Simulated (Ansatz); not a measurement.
Take KF in the rock salt structure (space group Fm-3m, No. 225; a = 5.3183 Å) as the base.

Method: Ansatz (an electronic-structure program), r2SCAN, PAW, cutoff 500 eV, scalar-relativistic without spin-orbit coupling.

Before the change:

| Property | Value |
|---|---|
| Band gap | 6.91 eV |
| Width of the top valence band | 0.35 eV |

One thing is altered: cell and atoms relaxed at a pressure of 0.9 GPa.

**Question.** What happens to the band gap?

**Answer.** The band gap goes up by 0.13 eV (6.91 eV → 7.04 eV).

**Question.** What does the calculation give for the width of the top valence band after the change?

**Answer.** The width of the top valence band goes up by 0.02 eV (0.35 eV → 0.37 eV).

Load acts through the strain it causes; cell and atoms are relaxed under it. No phonon test of stability was made.
